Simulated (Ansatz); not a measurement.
The reference is Cd in the hcp (Mg type) structure (space group P6_3/mmc, No. 194; a = 3.029 Å, c = 5.759 Å; relaxed with 0.1 eV smearing).

Calculations: PBE (Ansatz, a program for electronic structure, PAW, no spin-orbit coupling).

Before the change:

Pressure: 0.0 GPa
Band gap: zero

The change: an isotropic linear strain of +2.00 %, atoms relaxed at fixed cell.

Q: How does this affect the pressure, energy relative to the base and band gap?

A: The pressure (mean of the normal stresses, compression positive) goes from zero to -2.1 GPa; the energy increases by 10 meV/atom; the band gap stays zero.

Stability against distortions was not tested.
